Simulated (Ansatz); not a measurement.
# A computed series for BeS: response to strain

Take BeS in the zinc blende structure (space group F-43m, No. 216; a = 4.869 Å) as the base.

Strains are applied to the cell and any free atomic positions relax.

All numbers come from r2SCAN in Ansatz (plane waves to 500 eV, PAW, no spin-orbit coupling).

Notes on the quantities. hole mass: degenerate bands, along [100].

```json
[
 {"case": "base", "width of the top valence band": "3.35 eV", "band gap": "3.59 eV", "hole mass": "0.34, 0.57, 0.57 mₑ (at Γ)", "electron mass": "0.79 mₑ along k, 0.29 mₑ across (at X)", "pressure": "0.0 kbar"},
 {"case": "isotropic strain −3.00 %", "width of the top valence band": "3.82 eV", "band gap": "3.37 eV", "hole mass": "0.35, 0.51, 0.51 mₑ (at Γ)", "electron mass": "0.76 mₑ along k, 0.27 mₑ across (at X)", "pressure": "105.6 kbar"},
 {"case": "isotropic strain −2.50 %", "width of the top valence band": "3.74 eV", "band gap": "3.41 eV", "hole mass": "0.35, 0.51, 0.51 mₑ (at Γ)", "electron mass": "0.77 mₑ along k, 0.27 mₑ across (at X)", "pressure": "85.3 kbar"},
 {"case": "isotropic strain −2.00 %", "width of the top valence band": "3.66 eV", "band gap": "3.45 eV", "hole mass": "0.35, 0.53, 0.53 mₑ (at Γ)", "electron mass": "0.77 mₑ along k, 0.28 mₑ across (at X)", "pressure": "66.2 kbar"},
 {"case": "isotropic strain −1.50 %", "width of the top valence band": "3.58 eV", "band gap": "(withheld)", "hole mass": "0.35, 0.54, 0.54 mₑ (at Γ)", "electron mass": "0.78 mₑ along k, 0.28 mₑ across (at X)", "pressure": "48.1 kbar"},
 {"case": "isotropic strain −1.00 %", "width of the top valence band": "3.50 eV", "band gap": "3.52 eV", "hole mass": "0.34, 0.55, 0.55 mₑ (at Γ)", "electron mass": "0.78 mₑ along k, 0.28 mₑ across (at X)", "pressure": "(withheld)"},
 {"case": "isotropic strain −0.50 %", "width of the top valence band": "3.43 eV", "band gap": "3.56 eV", "hole mass": "0.34, 0.56, 0.56 mₑ (at Γ)", "electron mass": "0.78 mₑ along k, 0.28 mₑ across (at X)", "pressure": "15.1 kbar"}
]
```

Q: Some entries are withheld; estimate them.

A: 
- isotropic strain −1.50 %, band gap: 3.48 eV
- isotropic strain −1.00 %, pressure: 31.1 kbar

Effective masses come from finite differences of ±0.01 Å⁻¹. Along k means along the line from Γ to the band edge. No phonon test of stability was made.

Ansatz is a first-principles code.
